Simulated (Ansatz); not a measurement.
The parent structure is Cs$_{2}$AgBiBr$_{6}$ (space group Fm-3m, No. 225; a = 11.477 Å).

All numbers come from PBE (Ansatz, a quantum-chemistry and plane-wave program, PAW, spin-orbit coupling left out), earlier PAW set.

Before the change:

- Electron mass = 0.35 mₑ along k, 0.26 mₑ across (at L)
- Smallest direct gap = 2.31 eV

Now apply this change: a hydrostatic pressure of 18 GPa.

Task: What happens to the electron mass and smallest direct gap?

Result: The electron mass becomes 0.39 mₑ along k, 0.24 mₑ across (at L) (base: 0.35 mₑ along k, 0.26 mₑ across (at L)); the smallest direct gap is nearly the same (2.31 eV against 2.30 eV).

Spin-orbit coupling, missing from the scalar runs, can matter with Bi. Load acts through the strain it causes; cell and atoms are relaxed under it. Masses are band curvatures over ±0.01 Å⁻¹ around the edge. Along k means along the line from Γ to the band edge. Whether these cells are dynamically stable was not tested. No other phases were tried under pressure.
